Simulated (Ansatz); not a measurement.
Take ZnO in the wurtzite structure (space group P6_3mc, No. 186; a = 3.2795 Å, c = 5.2937 Å) as the base.

Calculations: PBE (Ansatz, an electronic-structure program; PAW; 420 eV plane waves; spin-orbit coupling left out).

Base values:

The pressure comes out as 0.00 GPa.

The change: an isotropic linear strain of +2.40 %, atoms relaxed at fixed cell.

Question: Estimate the effect on the energy relative to the base.

Answer: The energy grows by 24 meV/atom.

Question: How does this affect the pressure?

Answer: The pressure (mean of the normal stresses, compression positive) goes from zero to -7.84 GPa.

Whether these cells are dynamically stable was not tested.
